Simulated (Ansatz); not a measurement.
The reference is MgTe in the wurtzite structure (space group P6_3mc, No. 186; a = 4.561 Å, c = 7.413 Å). Axes: x lies along a and z along c of the hexagonal cell.

Calculations: PBEsol, PAW, 420 eV (Ansatz, a program for electronic structure; no spin-orbit coupling).

Before the change:

The band gap is 2.39 eV. The volume per atom is 33.39 Å³.

The change: biaxial strain +2.15 %, plane normal [001], relaxed out of plane (Cartesian); in-plane vectors clamped, the third vector and the atoms free.

Q: What does the calculation give for the band gap after the change?

A: The band gap drops by 0.25 eV (2.39 eV → 2.14 eV).

Q: Predict the new hole mass.

A: The hole mass comes out as 0.15 mₑ out of plane, 1.6 mₑ in plane (at Γ).

Q: Predict the new in-plane stress.

A: The mean in-plane stress (compression positive) comes out as -1.2 GPa.

Q: Predict the new volume per atom.

A: The volume per atom grows by 0.73 Å³, from 33.39 Å³ to 34.12 Å³.

Spin-orbit coupling, missing from the scalar runs, can matter with Te. Masses are band curvatures over ±0.01 Å⁻¹ around the edge. Stability against distortions was not tested.
